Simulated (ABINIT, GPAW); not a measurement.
A GPAW input for a self-consistent single point of CuRu3 (I4/mmm, 4 atoms in the cell) (DFT PBEsol, plane waves, GPAW PAW datasets PBEsol (made by gpaw-setup)):

```python
from ase import Atoms
from ase.units import GPa
from gpaw import GPAW, PW

atoms = Atoms(['Cu', 'Ru', 'Ru', 'Ru'],
              cell=[[-1.831821, 1.831821, 3.867354],
                    [1.831821, -1.831821, 3.867354],
                    [1.831821, 1.831821, -3.867354]],
              scaled_positions=[[0.000000, 0.000000, 0.000000],
                                [0.750000, 0.250000, 0.500000],
                                [0.250000, 0.750000, 0.500000],
                                [0.500000, 0.500000, 0.000000]],
              pbc=True)

calc = GPAW(mode=PW(800),
            xc='PBEsol',
            kpts={'size': (8, 8, 8), 'gamma': True},
            occupations={'name': 'methfessel-paxton', 'width': 0.1, 'order': 0},
            nbands=-10,
            convergence={'forces': 0.001},
            symmetry={'symmorphic': False, 'tolerance': 0.0005},
            maxiter=100,
            txt='-')

atoms.calc = calc

energy = atoms.get_potential_energy()
print('Energy (eV):', round(energy, 6))
forces = atoms.get_forces()
print('Forces (eV/Ang):')
print(forces.round(5))
stress = atoms.get_stress()
print('Stress (GPa, Voigt):', (stress / GPa).round(4))
```

Problem. Write the same calculation as an input for ABINIT.

Solution. This is the input that was run; spellings and numerical settings could be chosen otherwise.

```
# CuRu3, JTH v2.0 PBE PAW
pp_dirpath "./"
pseudos "Cu.GGA_PBE-JTH.xml, Ru.GGA_PBE-JTH.xml"
acell 3*1.0
rprim
        -3.4616399993    3.4616399993    7.3082398870
         3.4616399993   -3.4616399993    7.3082398870
         3.4616399993    3.4616399993   -7.3082398870
natom 4
ntypat 2
znucl 29 44
typat 1 2 2 2
xred
         0.0000000000    0.0000000000    0.0000000000
         0.7500000000    0.2500000000    0.5000000000
         0.2500000000    0.7500000000    0.5000000000
         0.5000000000    0.5000000000    0.0000000000
ecut 30 Ha
pawecutdg 60 Ha
pawxcdev 0
ixc -116133
occopt 7
tsmear 0.00367493
nband 43
kptopt 1
ngkpt 8 8 8
nshiftk 1
shiftk 0 0 0
nstep 60
tolvrs 1.0e-12
prtwf 0
prtden 0
```

Basis settings and potentials, where a program has them, do not carry over. This input uses DFT, PBEsol, plane waves, PAW (JTH v2.0 PBE PAW, files made for PBE). Both were run: pressure -0.29 GPa in GPAW and -0.30 in ABINIT.

On GPAW: the starting cell comes from a database of computed structures (which also holds hypothetical and non-ambient phases and stackings), without a prior relaxation at this level. Its lattice was rescaled by a random factor within 2.5 % of one. For this run, on top of that: lattice scaled by 0.98. Spin polarisation is off.

On ABINIT: the starting cell comes from a database of computed structures (which also holds hypothetical and non-ambient phases and stackings), without a prior relaxation at this level. Its lattice was rescaled by a random factor within 2.5 % of one. For this run, on top of that: lattice scaled by 0.98. Spin polarisation is off. The potentials were made for another functional than the one used.
